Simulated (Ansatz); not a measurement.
# Volume per atom of PbSe (model structure, started from the WC type, P-6m2, No. 187, 2 atoms in the cell) at several levels of theory

No measured value is used here.

| level (code) | value (Å³/atom) |
|---|---|
| PBE (Ansatz) | 30.43 |
| PBEsol (Ansatz) | … |
| PBE-D3(BJ) (Ansatz) | 29.08 |

Q: Complete the blanks.

A: 
- PBEsol (Ansatz, a program for electronic structure), value (Å³/atom): 28.64

Density-functional levels without +SOC have no spin–orbit coupling. PBE-D3(BJ): a distance lies near a switch of the dispersion term, which can move the cell. Ansatz's density-functional and Hartree–Fock values are scalar-relativistic unless marked +SOC, with PAW data made under PBE.

A model structure was made by putting elements into a prototype or built by hand; it is no filed structure, need not be a known phase, and can be a saddle point held by its symmetry.
